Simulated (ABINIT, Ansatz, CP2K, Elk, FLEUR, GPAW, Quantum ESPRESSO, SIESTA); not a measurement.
**TiAl₃ (I4/mmm, 4 atoms in the cell) computed with different codes at matched settings**

Self-consistent single point, at a second geometry (lattice scaled by 0.98). First geometry:

```
CELL_PARAMETERS angstrom
     -1.94990     1.94990     4.36757
      1.94990    -1.94990     4.36757
      1.94990     1.94990    -4.36757
ATOMIC_POSITIONS crystal
  Ti 0.00000 0.00000 0.00000
  Al 0.50000 0.50000 0.00000
  Al 0.75000 0.25000 0.50000
  Al 0.25000 0.75000 0.50000
```

Shared settings, as Ansatz (an electronic-structure program) writes them: kpoints.mp_grid.grid = 8 8 8; scf.occupations.method = fermi_dirac; scf.occupations.width = 0.1 eV. Potentials and cutoffs stand in the table.

| code | model | ΔF from the first geometry (meV/atom) | pressure (GPa) | cutoff |
|---|---|---|---|---|
| SIESTA | GGA PBE, numerical atomic orbitals TZP, PseudoDojo PBE standard norm-conserving potentials (rewritten from UPF to PSML) | -8.2 | 1.91 | grid 350 Ry |
| ABINIT | PBE, PAW (JTH v2.0 PBE PAW) | -6.3 | 2.17 | 30 Ha |
| Ansatz | PBE, default PAW files | -6.4 | 2.12 | default |
| Quantum ESPRESSO | PBE, PseudoDojo standard norm-conserving (PBE) pseudopotentials | -7.5 | 1.97 | 85 Ry |
| Elk | PBE, all-electron FP-LAPW, Elk's shipped species files, APW+lo basis with extra local orbitals | -4.0 | – | rgkmax 7.5 |
| GPAW | PBE, GPAW PAW datasets PBE (gpaw-data 1.0.1) | -4.7 | 2.44 | 850 eV |
| FLEUR | PBE, all-electron FLAPW (FLEUR), scalar-relativistic valence | -5.4 | – | Kmax 4.3 1/bohr |
| CP2K | PBE, GPW, TZVP-MOLOPT-SR-GTH basis, GTH-PBE potentials (GTH_POTENTIALS) | -6.0 | 2.21 | grid 600 Ry |

A dash marks a value that a program does not give, or that is left out as unsure.

On Ansatz's run: spin polarisation is off.

The spread over the programs that give each value: ΔF from the first geometry within 4.2 meV/atom; pressure within 0.53 GPa.

SIESTA and CP2K use small atom-centred bases, whose incompleteness enters pressures, forces and empty levels differently from a plane-wave cutoff. Elk and FLEUR treat all electrons, but the usual bases taken here (sphere radii, linearisation, local orbitals, empty states) were not tested for convergence, so the values are no reference for the others. Ansatz's pressure is given at a fixed set of plane waves, as the other plane-wave codes print theirs; with its correction for the finite basis it is 2.18 GPa.

The starting cell comes from a database of computed structures (which also holds hypothetical and non-ambient phases and stackings), without a prior relaxation at this level. Its lattice was rescaled by a random factor within 2.5 % of one. For this run, on top of that: lattice scaled by 0.98.

Keys are those of Ansatz 0.2.
